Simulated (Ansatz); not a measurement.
Functionals compared on the (21-32) surface of hcp Ru in its 1x1 cell, outermost plane spacing 0.27 Å in the ideal cut (one of several cuts of this face), in Ansatz (plane waves, PAW). The structure was relaxed with PBE; the other rows are single points on it, each with its references at the same level. Cutoff 420 eV (500 eV for r2SCAN).

Set-up: 26 atoms, 10.1 Å thick at the start (thin: gaps and levels are the slab's own); mesh 8x6x1; 0.1 eV smearing; dipole correction on; all atoms relaxed; start symmetry kept, larger cells not searched; no spin, no spin-orbit, no U. These notes are the PBE run's.

```
functional  surface energy (J/m²)  work function of the top face (eV)          rough cost of the single point
----------  ---------------------  ----------------------------------  --------------------------------------
PBE                          3.26                                4.53                                       –
LDA                          3.91                                4.88  about 14 core-minutes (a rough figure)
PBEsol                       3.72                                4.64  about 14 core-minutes (a rough figure)
RPBE                         2.99                                4.36          around 14 core-minutes (rough)
r2SCAN                       3.50                                4.52  about 23 core-minutes (a rough figure)
```

Ansatz is a quantum-chemistry and plane-wave program.
